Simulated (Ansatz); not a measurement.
Consider HgTe in the zinc blende structure (space group F-43m, No. 216; a = 6.5098 Å).

All numbers come from PBEsol (Ansatz, an electronic-structure program; PAW; 420 eV plane waves; spin-orbit coupling left out).

For the base:

```
Quantity    Value
--------  -------
Pressure  0.0 GPa
Band gap     zero
```

The change: every lattice vector is stretched by 0.50 %, atoms relaxed at fixed cell.

Q: What happens to the energy relative to the base?

A: The energy goes up by 1.0 meV/atom.

Q: What does the calculation give for the pressure after the change?

A: The pressure goes from zero to -0.6 GPa.

Q: What does the calculation give for the band gap after the change?

A: The band gap is still zero.

A case with no gap was solved on a k-mesh chosen for an insulator, which is coarse for it. With Hg and Te present, leaving out spin-orbit coupling can change the band edges. The cells carry an imposed strain or load. No phonon test of stability was made. The final runs are not spin-polarised. The zero or small gap of HgTe can change with the level of theory.
